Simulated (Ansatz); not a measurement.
Input:

```
Pt
1.0
    0.00848     1.96448     1.96448
    1.96448     0.00848     1.96448
    1.96448     1.96448     0.00848
Pt
1
Direct
  0.00000   0.00000   0.00000
```

These are PBEsol, rigid bands (plane waves, PAW, scalar-relativistic; Ansatz, a quantum-chemistry and plane-wave program) values and carry that method's errors. Condition of this run: uniaxial stress along [111] of -1 GPa (compression positive) (the target of the relaxation). Geometry: cell and atoms relaxed with PBEsol, then loaded as said.

Problem. For narrow interconnects the product ρ₀λ of bulk resistivity and mean free path ranks metals, the lower the better. What is it here?

Solution. 3.4 ×10⁻¹⁶ Ω·m².

Problem. And the Drude plasma energy and the root-mean-square Fermi velocity at 300 K?

Solution. 8.9 eV; 4.8e5 m/s.

A metal at this level (no band gap); rigid bands, thermally averaged at 300 K, both spins. Spin-orbit coupling is left out, which matters with elements this heavy. τ is one relaxation time for all states; the product of resistivity and mean free path takes one path for all states instead.
